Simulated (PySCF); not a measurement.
PySCF 2.14.0, B3LYP/def2-svp, df: [O]=[Hf], 2 atoms. The geometry is a generated start, not checked to be a minimum at this level.

- task = energy
- method = b3lyp
- basis = def2-svp
- two-electron scheme = density fitting
- mol.max_memory = 3000 MB
- mf.max_cycle = 100
- mf.conv_tol = 1e-09 (default)
- mf.grids.level = 3 (default)
- effective core potentials = those of the basis set, past Kr
- basis functions = 46
- grid points = 37880

```xyz
2

Hf     0.0255    -0.0139    -0.8647
O     -0.0255     0.0139     0.8647
```

Charge 0 and multiplicity 1 are set for this test and not shown to be the ground state.

With the defaults (mf.DIIS = CDIIS, mf.diis = true, mf.level_shift = 0, mf.init_guess = minao, mf.diis_space = 8) it converges in 12 Fock builds. One run each on 2 threads, 1 BLAS thread, with these changes:
- mf.level_shift = 0.1 Hartree
- mf.diis_space = 3
- mf.level_shift = 1 Hartree
- mf.DIIS = EDIIS
- mf.diis_space = 5
- mf.diis = false
- mf.init_guess = mod_huckel
- mf.init_guess = huckel
- mf.level_shift = 0.3 Hartree

Problem. Name the settings that don't reach the solution of the defaults.

Solution. No convergence: mf.DIIS = EDIIS; mf.diis = false (the run ends without SCF convergence in 100 cycles). The rest reach the solution of the defaults.

| setting | Fock builds | end |
|---|---|---|
| the defaults | 12 | same solution |
| mf.diis_space = 5 | 12 | same solution |
| mf.level_shift = 0.1 Hartree | 13 | same solution |
| mf.init_guess = huckel | 14 | same solution |
| mf.init_guess = mod_huckel | 14 | same solution |
| mf.diis_space = 3 | 16 | same solution |
| mf.level_shift = 0.3 Hartree | 19 | same solution |
| mf.level_shift = 1 Hartree | 38 | same solution |
| mf.DIIS = EDIIS | 101 | no convergence |
| mf.diis = false | 101 | no convergence |
